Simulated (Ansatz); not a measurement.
Crystal: Si3N4 (P6_3/m, 14 atoms a cell, 10.4 Å³ an atom); both levels run on this one cell.

Complex bands along the normal of (100) by Ansatz (plane waves, PAW, no spin-orbit coupling). r2SCAN gives a gap of 5.00 eV and a slowest mid-gap decay of 0.401 1/Å.

**Question.** What does PBE give on the same cell, and what does that do to the current through 2 nm?

**Answer.** Gap 4.35 eV, κ = 0.390 1/Å. The mid-gap transmission through 2 nm changes by exp(2 × 20 × (0.401 − 0.390)) = a factor of 1.6 against r2SCAN.

Ansatz is a quantum-chemistry and plane-wave program.
